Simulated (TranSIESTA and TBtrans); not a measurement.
System: Pb chain with a F atom beside one bond. Leads: straight Pb chain, spacing 2.85 Å. Geometry: 3 atoms about the centre moved by SIESTA (PBE, DZP) to a largest force of 0.01 eV/Å, all others as built. Transport runs along z; the first 4 and the last 4 of the 17 atoms are the lead cells, repeated to infinity.

```xyz
17
Lattice="9.000 0.000 0.000 0.000 9.000 0.000 0.000 0.000 45.600" Properties=species:S:1:pos:R:3 pbc="F F T"
Pb     4.500     4.500     0.000
Pb     4.500     4.500     2.850
Pb     4.500     4.500     5.700
Pb     4.500     4.500     8.550
Pb     4.500     4.500    11.400
Pb     4.500     4.500    14.250
Pb     4.500     4.500    17.100
Pb     4.625     4.500    19.937
Pb     4.613     4.500    22.813
Pb     4.500     4.500    25.650
Pb     4.500     4.500    28.500
Pb     4.500     4.500    31.350
F      6.431     4.500    21.381
Pb     4.500     4.500    34.200
Pb     4.500     4.500    37.050
Pb     4.500     4.500    39.900
Pb     4.500     4.500    42.750
```

Run with TranSIESTA and TBtrans (open boundaries, self-consistent; PseudoDojo norm-conserving potentials, scalar-relativistic): PAO.BasisSize DZP, PAO.EnergyShift 0.15 eV, XC.Authors PBE, Mesh.Cutoff 200 Ry, ElectronicTemperature 300 K, TS.Voltage 0.0 eV, TBT.Elecs.Eta 0.001 eV, no spin polarisation.

Energies count from the leads' Fermi level. Transmissions are for one spin of a degenerate pair. The energy step is 0.01 eV; narrower resonances are cut or missed.

```csv
E (eV),T
-0.20,2.02
-0.15,2.03
-0.10,2.03
-0.05,2.03
0.00,2.03
0.05,2.03
0.10,2.03
0.15,2.03
0.20,2.03
```

Problem. Give the zero-bias conductance in μS and the resistance at 300 K.

Solution. At the Fermi level T = 2.03. Averaged with −∂f/∂E over the full grid (kT = 25.9 meV) it is 2.03. With G0 = 2e²/h = 77.48 μS, G = 157 μS and R = 1/G = 6.37 kΩ.

Problem. The eigenchannels at the Fermi level transmit 0.998, 0.907, 0.130. What Fano factor of the shot noise follows at low temperature and bias?

Solution. F = Σ τ(1 − τ)/Σ τ = 0.199/2.04 = 0.10.

The straight chain is held at its spacing; free chains may zigzag or dimerise. No spin-polarised start was tried, so a magnetic state, if there is one, is missed. Spin-orbit coupling, left out here, matters for the heavy atoms.
